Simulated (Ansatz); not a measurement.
System: YScO3 (P6₃/mmc, No. 194, 10 atoms in the cell; start mp-768479). Method: PBE0 in Ansatz (PAW).

Run with plane-wave cutoff 460 eV, 9×9×2 k mesh (along the axes of the cell as run), Fermi–Dirac smearing 0.01 eV, scalar-relativistic PAW data made under PBE.

Cell (relaxed with PBEsol):

```cif
data_O6Sc2Y2
_chemical_formula_sum 'Y2 Sc2 O6'
_space_group_name_H-M_alt 'P63/mmc'
_space_group_IT_number 194
_space_group_name_Hall '-P 6c 2c'
_cell_length_a 3.54734
_cell_length_b 3.54734
_cell_length_c 12.18800
_cell_angle_alpha 90.000
_cell_angle_beta 90.000
_cell_angle_gamma 120.000
loop_
_atom_site_label
_atom_site_type_symbol
_atom_site_symmetry_multiplicity
_atom_site_Wyckoff_symbol
_atom_site_fract_x
_atom_site_fract_y
_atom_site_fract_z
_atom_site_occupancy
Y1 Y 2 a 0.00000 0.00000 0.00000 1
Sc1 Sc 2 c 0.33333 0.66667 0.25000 1
O1 O 4 f 0.33333 0.66667 0.08213 1
O2 O 2 b 0.00000 0.00000 0.25000 1
```

Predict the band gap and direct gap at Γ.


band gap: 5.68 eV (on the SCF k mesh)
direct gap at Γ: 6.36 eV

Note: cell and atoms aren't relaxed at this level (largest force component 0.07 eV/Å, pressure 2.0 GPa).

Spin–orbit coupling is not included.

The computed numbers hold no vibrational or temperature effects.

The result took roughly 4 core-minutes.

A start named mp-… is a Materials Project structure, which need not be a measured phase.

Ansatz is an electronic-structure program.
